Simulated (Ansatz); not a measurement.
Cells marked so need not be the phases stable at ambient conditions, and some may be hypothetical.

 Where the default PAW files enter, the runs use the earlier of Ansatz's two default sets.

The gap is the functional's own. No spin-orbit coupling. Mid-gap values are interpolated on the energy grid.

A. NaCoO2 (R-3m, not sure to be the ambient phase, 4 atoms a cell, 9.3 Å³ an atom), along the normal of (001)
B. KRb2InF6 (Fm-3m, not sure to be the ambient phase, 10 atoms a cell, 20.1 Å³ an atom, -2 GPa at this level), along the normal of (111)
C. Ca(MgBi)2 (P-3m1, not sure to be the ambient phase, 5 atoms a cell, 30.3 Å³ an atom), along the normal of (001)
D. AgI (F-43m, zinc blende, 2 atoms a cell, 35.4 Å³ an atom, -2 GPa at this level), along the normal of (001)

Task: Rank these by mid-gap decay constant of the slowest evanescent state (highest first), as PBEsol run with Ansatz (a quantum-chemistry and plane-wave program) gives it.

Result: B (0.48 1/Å), A (0.31 1/Å), D (0.12 1/Å), C (0.03 1/Å)
